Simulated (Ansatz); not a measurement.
Input and output of a self-consistent single point for Ti2O (P3m1, 3 atoms in the cell) (Ansatz, a program for electronic structure).

Level of theory: LDA (PW92), harder PAW files (source: ansatz) made with PBE (plane waves; Ansatz).

```
CELL_PARAMETERS angstrom
      2.94522     0.00000     0.00000
     -1.47261     2.55063     0.00000
      0.00000     0.00000     4.80787
ATOMIC_POSITIONS crystal
  Ti 0.33333 0.66667 0.74045
  Ti 0.66667 0.33333 0.26995
  O  0.00000 0.00000 0.00000
```

Reference input (self-consistent single point, DFT, LDA (PW92), plane waves, default PAW files made with PBE): basis.ecutwfc = 30.9 Ry; kpoints.mp_grid.grid = 13 13 7; hamiltonian.xc = lda; hamiltonian.pseudopotentials = {kind: paw} (the program's default PAW files); scf.occupations.method = fermi_dirac; scf.occupations.width = 0.0073 Ry. This run's input differs from it in these lines:

Ansatz 0.2 input:
```diff
@@ -11,3 +11,3 @@
 basis:
-  ecutwfc: 30.9 Ry
+  ecutwfc: 58.1 Ry
 kpoints:
@@ -16,3 +16,3 @@
   xc: lda
-  pseudopotentials: { kind: paw }
+  pseudopotentials: { kind: paw, source: ansatz }
 scf:
```

Output (repeated stretches shortened):

```
SCF iter   1: F=—  HF=-5463.066496 eV  |F-HF|=—  |Δ(HF+E_count)|=         —  Δρ=1.39e-1  dr2=1.39e1  ethr=3.10e-3  ⟨swp⟩=3.3  Hψ=9169  notcnv=0
all-band conjugate gradients solve this SCF's bands
preconditioner: auto → Kerker (q_TF=auto, 2.645 Å⁻¹)
SCF iter   2: F=—  HF=-5460.736047 eV  |F-HF|=—  |Δ(HF+E_count)|=    2.33e0  Δρ=6.21e-2  dr2=4.47e0  ethr=3.10e-3  ⟨swp⟩=3.5  Hψ=5729  notcnv=0
   [... lines left out ...]
SCF iter   6: F=—  HF=-5459.433636 eV  |F-HF|=—  |Δ(HF+E_count)|=   7.22e-4  Δρ=4.13e-4  dr2=5.71e-5  ethr=9.79e-6  ⟨swp⟩=2.0  Hψ=3028  notcnv=0
SCF iter   7: F=—  HF=-5459.433632 eV  |F-HF|=—  |Δ(HF+E_count)|=   3.48e-6  Δρ=8.76e-5  dr2=2.64e-6  ethr=1.90e-7  ⟨swp⟩=2.0  Hψ=3412  notcnv=0
SCF iter   8: F=—  HF=-5459.433632 eV  |F-HF|=—  |Δ(HF+E_count)|=   5.50e-7  Δρ=2.33e-5  dr2=1.95e-7  ethr=8.81e-9  ⟨swp⟩=2.6  Hψ=4061  notcnv=0
SCF iter   9: F=-5459.433632 eV  HF=-5459.433632 eV  |F-HF|=1.11e-8  |Δ(HF+E_count)|=   4.15e-8  Δρ=5.69e-6  dr2=1.53e-8  ethr=3.33e-10  ⟨swp⟩=6.6  Hψ=10847  notcnv=0
SCF 1 converged in 9 iterations: F = -5459.433632 eV  dr2 = 1.53e-8
Free energy (F): -5459.433632 eV
Internal energy: -5459.393319 eV  (E = F + TS)
E sigma→0 (E₀):  -5459.413475 eV
Entropy (-TS):   -0.040312 eV (-13.437 meV/atom)
Fermi energy:    14.976851 eV
--- Forces (eV/Å), atoms counted from 1 ---
  atom   1  Ti     0.00000000     0.00000000     0.12096827
  atom   2  Ti     0.00000000    -0.00000000    -0.40924467
  atom   3  O      0.00000000     0.00000000     0.28813214
--- Stress (GPa, compression-positive) ---
       -6.745452      -0.000000      -0.000000
       -0.000000      -6.745452      -0.000000
       -0.000000      -0.000000     -11.302586
  P = ⅓ Tr σ = -8.2645 GPa (-82.645 kbar)
  The stress holds the Pulay correction. Without it, at fixed plane waves, as pw.x and ABINIT print it: P = -8.4951 GPa
```

The run converged in 9 iterations. Against the reference run the pressure hardly changes (-8.34 to -8.26 GPa) and the largest force hardly changes (0.408 to 0.409 eV/Å).

The starting cell comes from a database of computed structures (which also holds hypothetical and non-ambient phases and stackings), without a prior relaxation at this level. Its lattice was rescaled by up to half a per cent. One atom was moved a little off its site on purpose. Spin polarisation is off, so a magnetic state, if there is one, cannot be reached. Ansatz's pressure includes its estimate of the finite-basis (Pulay) stress. The cutoff lies below the one recommended for these files.
